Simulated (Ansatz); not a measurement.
Zr, pressure series

Start from Zr in the hcp (Mg type) structure (space group P6_3/mmc, No. 194; a = 3.2460 Å, c = 5.1507 Å).

Cell and atoms are relaxed at each pressure.

Level of theory: r2SCAN, PAW, 500 eV (Ansatz, an electronic-structure program; no SOC).

```json
[
 {"pressure (GPa)": "-1", "volume per atom (Å³/atom)": "23.752"},
 {"pressure (GPa)": "0", "volume per atom (Å³/atom)": "23.500"},
 {"pressure (GPa)": "0.9", "volume per atom (Å³/atom)": "23.286"},
 {"pressure (GPa)": "2.1", "volume per atom (Å³/atom)": "23.006"},
 {"pressure (GPa)": "4.5", "volume per atom (Å³/atom)": "22.490"},
 {"pressure (GPa)": "9", "volume per atom (Å³/atom)": "21.634"},
 {"pressure (GPa)": "15", "volume per atom (Å³/atom)": "?"},
 {"pressure (GPa)": "22.5", "volume per atom (Å³/atom)": "19.613"},
 {"pressure (GPa)": "30", "volume per atom (Å³/atom)": "18.716"}
]
```

Problem. Fit the third-order Birch–Murnaghan form P(V) = (3B₀/2)[(V₀/V)^(7/3) − (V₀/V)^(5/3)]·[1 + (3/4)(B₀′ − 4)((V₀/V)^(2/3) − 1)] (squares taken in P) to the rows shown and predict the withheld row.

Solution. Least squares on the printed values gives V₀ = 23.499 Å³/atom, B₀ = 96.9 GPa, B₀′ = 2.9; this predicts 20.650 Å³/atom, and the run gives 20.659 Å³/atom, 0.009 higher.

Load acts through the strain it causes; cell and atoms are relaxed under it. Whether these cells are dynamically stable was not tested. All final runs are without spin polarisation. Measured, Zr leaves this structure (for the ω phase) near 3 GPa (temperature not stated; as listed in C. Cazorla, D. Alfè, M. J. Gillan, Physical Review B (2008)).
